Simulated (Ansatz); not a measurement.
Consider Rh in the fcc (Cu type) structure (space group Fm-3m, No. 225; relaxed with 0.1 eV smearing).

```xyz
1
Lattice="0.0000 1.8776 1.8776 1.8776 0.0000 1.8776 1.8776 1.8776 0.0000" Properties=species:S:1:pos:R:3 pbc="T T T"
Rh     0.0000     0.0000     0.0000
```

Method: DFT with LDA, PAW potentials and a 420 eV plane-wave cutoff in Ansatz (an electronic-structure program), no spin-orbit coupling.

Strains are applied to the cell and any free atomic positions relax.

One change was made to it. Results:

```csv
quantity,base,after
energy relative to the base (free energy F),0 meV/atom,+93 meV/atom
pressure,0.0 GPa,-22.3 GPa
```

**Question.** Name the change that was made.
A) isotropic strain −1.00 %
B) isotropic strain +2.50 %
C) isotropic strain +3.00 %

**Answer.** C, isotropic strain +3.00 %. For comparison, the energy relative to the base in the other runs: isotropic strain −1.00 % gives +12 meV/atom; isotropic strain +2.50 % gives +66 meV/atom.

No phonon test of stability was made. All final runs are without spin polarisation. Rh lies near a magnetic instability that expansion can trigger; it was not tested.
